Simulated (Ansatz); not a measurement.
**NbN, pressure series**

Start from NbN in the rock salt structure (space group Fm-3m, No. 225).

```xyz
2
Lattice="0.0000 2.2106 2.2106 2.2106 0.0000 2.2106 2.2106 2.2106 0.0000" Properties=species:S:1:pos:R:3 pbc="T T T"
N      0.0000     0.0000     0.0000
Nb     2.2106     2.2106     2.2106
```

Cell and atoms are relaxed at each pressure.

The values are results of plane-wave PAW DFT at the PBE level (Ansatz, a program for electronic structure, 420 eV), no SOC, not measurements.

Notes on the quantities. enthalpy: H = E + PV relative to the base's energy.

```csv
case,enthalpy,lattice parameter a
base,–,4.421 Å
pressure −2 GPa,-0.14 eV/atom,4.431 Å
pressure −1 GPa,-0.07 eV/atom,4.426 Å
pressure 1.8 GPa,+0.12 eV/atom,4.413 Å
pressure 4.2 GPa,+0.28 eV/atom,4.402 Å
pressure 9 GPa,+0.60 eV/atom,4.381 Å
pressure 18 GPa,+1.18 eV/atom,4.345 Å
pressure 30 GPa,+1.94 eV/atom,4.303 Å
pressure 45 GPa,+2.85 eV/atom,___
pressure 60 GPa,+3.74 eV/atom,4.216 Å
```

Problem. Complete the table.

Solution. 
- pressure 45 GPa, lattice parameter a: 4.256 Å

Load acts through the strain it causes; cell and atoms are relaxed under it. Whether these cells are dynamically stable was not tested. Competing high-pressure phases were not computed. All final runs are without spin polarisation.
